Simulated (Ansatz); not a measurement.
Take Hg in the diamond structure (space group Fd-3m, No. 227; a = 6.622 Å; a hypothetical phase, not in the database extracts checked) as the base.

Levels (all Ansatz, a program for electronic structure, PAW): PBEsol (420 eV, scalar-relativistic without spin-orbit coupling); PBEsol+SOC (420 eV, noncollinear with spin-orbit coupling).

The geometry is relaxed with PBEsol.

```
Quantity           Value
---------------  -------
PBEsol pressure  0.0 GPa
```

Problem. How does going to PBEsol+SOC change the pressure?

Solution. The pressure goes from zero to -0.8 GPa.

Single points use the geometry relaxed with PBEsol. Differences between runs with and without spin-orbit coupling are approximate. Whether these cells are dynamically stable was not tested.
